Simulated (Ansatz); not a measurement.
# Migration barriers: O vacancy in monoclinic ZrO2, charge state +2

Consider O vacancy in monoclinic ZrO2, charge state +2. The numbers are results of PBE, PAW (plane waves to 420 eV; Ansatz, a quantum-chemistry and plane-wave program), not measurements.

Cell of 96 host sites held at the relaxed PBE lattice; the Γ point alone; Fermi-Dirac width 0.01 eV, spin-restricted; finite-size errors left in. No zero-point or tunnelling terms. The charge state is imposed; whether it is stable for some Fermi level was not computed. Forms of the defect that were not tried may lie lower.

Barriers: single points on a 2×2×2 k-point mesh shifted by half a step at the bands' geometries.

```csv
Route,Start site over the lowest site run (eV),Hop (Å),Forward barrier (eV),Backward barrier (eV),Neighbours at the start,Neighbours at the saddle,Saddle order,"Forward, on the band's own sampling (eV)"
a nearby O atom hops onto the vacant site,0.00,1.89,0.72,0.05,"O at 2.62, O at 2.67, O at 2.70; Zr at 2.10, Zr at 2.16, Zr at 2.42, Zr at 2.43 Å",2 Zr at 2.00 Å,not checked,0.70
a nearby O atom hops onto the vacant site,0.00,2.27,0.73,0.73,"O at 2.61; Zr at 2.06, Zr at 2.13, Zr at 2.18 Å",2 Zr at 1.92 Å,"not checked, on a symmetry element",0.73
a nearby O atom hops onto the vacant site,0.00,2.49,0.77,0.77,"O at 2.59, O at 2.64; Zr at 2.07, Zr at 2.08, Zr at 2.23 Å","O at 2.67, O at 2.68; Zr at 2.06, Zr at 2.25, Zr at 2.64 Å",not checked,0.78
a nearby O atom hops onto the vacant site,0.66,1.82,0.31,0.31,"O at 2.55, O at 2.73; Zr at 2.11, Zr at 2.16, Zr at 2.29, Zr at 2.69 Å",2 Zr at 2.01 Å,"not checked, on a symmetry element",0.30
a nearby O atom hops onto the vacant site,0.00,2.63,1.19,1.19,"O at 2.59, O at 2.64; Zr at 2.05, Zr at 2.13, Zr at 2.19 Å",Zr at 1.92 Å,not checked,1.20
a nearby O atom hops onto the vacant site,0.00,2.94,1.78,1.11,"O at 2.55, O at 2.62, O at 2.65, O at 2.70; Zr at 2.10, Zr at 2.21, Zr at 2.27, Zr at 2.30 Å","O at 2.52; Zr at 1.97, Zr at 2.45, Zr at 2.48 Å",not checked,1.76
```

Paths come from CI-NEB runs.  A band can be held on a symmetry element, so unchecked saddle points there may be too high.
